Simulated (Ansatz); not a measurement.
Take WSe$_{2}$ (space group P6_3/mmc, No. 194; layered, stacked along the Cartesian z axis) as the base.

```
WSe2
1.0
    3.23049     0.00000     0.00000
   -1.61525     2.79769     0.00000
    0.00000     0.00000    12.41108
W Se
2 4
Direct
  0.66667   0.33333   0.75000
  0.33333   0.66667   0.25000
  0.66667   0.33333   0.38545
  0.33333   0.66667   0.88545
  0.33333   0.66667   0.61455
  0.66667   0.33333   0.11455
```

Level of theory: PBEsol-D3(BJ) (Ansatz, an electronic-structure program; PAW; 420 eV plane waves; no spin-orbit coupling).

Strains are applied to the cell and any free atomic positions relax.

One change was made to it. Results:

```csv
quantity,base,after
smallest direct gap,1.65 eV,1.42 eV
"valence-band top at Γ (three highest levels, from the VBM)","0.00, -0.78, -1.48 eV","0.00, -0.91, -1.15 eV"
energy relative to the base (free energy F),0 meV/atom,+22 meV/atom
```

### Question
What was done to the base?
(A) isotropic strain +3.00 %
(B) isotropic strain +1.80 %
(C) isotropic strain +1.20 %
(D) isotropic strain +2.40 %
(E) isotropic strain +0.60 %

### Answer
D, isotropic strain +2.40 %. For comparison, the valence-band top at Γ in the other runs: isotropic strain +1.20 % gives 0.00, -0.85, -1.31 eV; isotropic strain +1.80 % gives 0.00, -0.88, -1.23 eV; isotropic strain +3.00 % gives 0.00, -0.94, -1.08 eV; isotropic strain +0.60 % gives 0.00, -0.82, -1.39 eV.

With W present, leaving out spin-orbit coupling can change the band edges. Stability against distortions was not tested.
